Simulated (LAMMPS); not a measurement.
An MD run on LiCl (rock salt) with 25 % of Li sites K, 1000 atoms, at 660 K and 0 GPa, heated as the crystal.

Level of theory: classical MD, pair style eim, file ffield.eim (LAMMPS).

* **state found**: solid that has left the starting structure; no diffusion seen in 30 ps
* **density**: 1.8371 ± 0.0003 g/cm³
* **volume per atom**: 22.763 ± 0.004 Å³
* **enthalpy per atom**: -3.0646 ± 0.0004 eV
* **first peak of g(r), Cl-Li**: 2.51 Å, height 8.0
* **coordination number of Cl by Li**: 3.93 (counted to 3.54 Å)
* **coordination number of Li by Cl**: 5.23 (counted to 3.54 Å)
* **first peak of g(r), Cl-K**: 3.06 Å, height 9.6
* **coordination number of Cl by K**: 1.64 (counted to 3.82 Å)
* **coordination number of K by Cl**: 6.60 (counted to 3.82 Å)
* **mean frequency of the velocity spectrum**: 11.5 THz
* **cost**: very roughly 8 core-minutes

Potential: file ffield.eim of the LAMMPS distribution; its header cites Zhou, unknown.

Caution: the random arrangement on this lattice is imposed, and need not be a phase that exists in equilibrium.

States go by the mean squared displacement: a species diffuses where it passes 1.5 Å², still rises and gives D over 1e-6 cm²/s; a crystal has left its structure where atoms lie 0.35 Å off their sites on average or a cubic box changes its shape by 3 %.

Errors shown are sampling errors alone.

```
t (ps)  MSD (Å²), Cl  MSD (Å²), K  MSD (Å²), Li
------  ------------  -----------  ------------
0.1000         0.096        0.085         0.124
0.2000         0.111        0.095         0.144
0.3000         0.113        0.094         0.150
0.4000         0.112        0.093         0.149
0.5000         0.109        0.090         0.149
0.6000         0.107        0.089         0.148
0.7000         0.109        0.090         0.150
0.8000         0.111        0.091         0.150
0.9000         0.113        0.092         0.153
1.000          0.114        0.094         0.156
1.200          0.114        0.094         0.156
1.400          0.115        0.094         0.157
1.600          0.117        0.097         0.158
1.800          0.119        0.097         0.162
2.100          0.117        0.096         0.161
2.400          0.116        0.096         0.158
2.700          0.119        0.099         0.163
3.100          0.120        0.100         0.164
3.600          0.121        0.098         0.163
4.100          0.120        0.099         0.165
4.700          0.121        0.101         0.166
5.400          0.122        0.101         0.166
6.200          0.123        0.101         0.168
7.000          0.128        0.103         0.169
8.000          0.125        0.104         0.169
9.200          0.126        0.105         0.168
10.50          0.127        0.106         0.169
12.00          0.126        0.108         0.168
13.70          0.128        0.111         0.169
15.70          0.127        0.110         0.168
18.00          0.127        0.110         0.170
```
